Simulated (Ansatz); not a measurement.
## SrO in the rock salt structure (space group Fm-3m, No. 225)

```cif
data_O4Sr4
_chemical_formula_sum 'Sr4 O4'
_space_group_name_H-M_alt 'Fm-3m'
_space_group_IT_number 225
_space_group_name_Hall '-F 4 2 3'
_cell_length_a 5.19492
_cell_length_b 5.19492
_cell_length_c 5.19492
_cell_angle_alpha 90.000
_cell_angle_beta 90.000
_cell_angle_gamma 90.000
loop_
_atom_site_label
_atom_site_type_symbol
_atom_site_symmetry_multiplicity
_atom_site_Wyckoff_symbol
_atom_site_fract_x
_atom_site_fract_y
_atom_site_fract_z
_atom_site_occupancy
Sr1 Sr 4 a 0.00000 0.00000 0.00000 1
O1 O 4 b 0.50000 0.50000 0.50000 1
```
(The calculation used a cell of 2 atoms; values per cell refer to that cell.)

Computed with Kohn–Sham DFT with the PBE functional, run in Ansatz (a first-principles code) with PAW and 420 eV plane waves, without spin-orbit coupling. k-mesh 11×11×11 (Γ-centred); smearing 0.05 eV (Fermi–Dirac).

| Property | Result |
|---|---|
| Volume per atom | 17.52 Å³ |
| Density | 4.91 g/cm³ |
| Band gap | 3.33 eV, indirect, Γ → X |
| Electron mass | 1.2 mₑ along k, 0.41 mₑ across |
| Lowest conduction-band minima above the VBM | X along ⟨100⟩ 3.33 eV; Γ 3.79 eV |
| Total energy | -2057.314 eV/atom (σ→0; compares only within this code and set-up) |

Masses are band curvatures over ±0.01 Å⁻¹ around the edge. Along k means along the line from Γ to the band edge. Whether these cells are dynamically stable was not tested.
